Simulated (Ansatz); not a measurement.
Take BeTe in the zinc blende structure (space group F-43m, No. 216; a = 5.554 Å) as the base. Axes: x, y, z lie along the cube axes.

Level of theory: LDA, PAW, 420 eV (Ansatz, a first-principles code; no SOC).

Before the change:

| Item | Result |
|---|---|
| Smallest direct gap | 3.59 eV |
| Electron mass | 1.3 mₑ along k, 0.24 mₑ across (at X) |

One thing is altered: the cell is compressed by 2.00 % along z with no lateral relaxation; the atoms relax in the strained cell.

Task: How does this affect the smallest direct gap?

Result: The smallest direct gap shrinks by 0.12 eV to 3.47 eV.

Task: How does this affect the electron mass?

Result: The electron mass changes from 1.3 mₑ along k, 0.24 mₑ across (at X) to 1.3 mₑ along k, 0.25 mₑ across (at X).

Spin-orbit coupling, missing from the scalar runs, can matter with Te. Masses are band curvatures over ±0.01 Å⁻¹ around the edge. Along k means along the line from Γ to the band edge. Stability against distortions was not tested.
